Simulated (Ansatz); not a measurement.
BeSe, pressure series

Take BeSe in the zinc blende structure (space group F-43m, No. 216; a = 5.1289 Å) as the base.

Cell and atoms are relaxed at each pressure.

Method: PBEsol (Ansatz, a quantum-chemistry and plane-wave program; PAW; 420 eV plane waves; no SOC).

Base values:

```
Property    Value
--------  -------
Band gap  2.47 eV
```

The aim is a band gap between 1.74 eV and 1.87 eV. Which of these changes reaches it?
A) pressure −1 GPa
B) pressure 30 GPa
C) pressure 2.1 GPa
D) pressure 9 GPa

B, pressure 30 GPa. It gives 1.82 eV; pressure 9 GPa gives 2.24 eV; pressure 2.1 GPa gives 2.41 eV; pressure −1 GPa gives 2.49 eV. Changes not listed may reach it too

Load acts through the strain it causes; cell and atoms are relaxed under it. Whether these cells are dynamically stable was not tested. No other phases were tried under pressure.
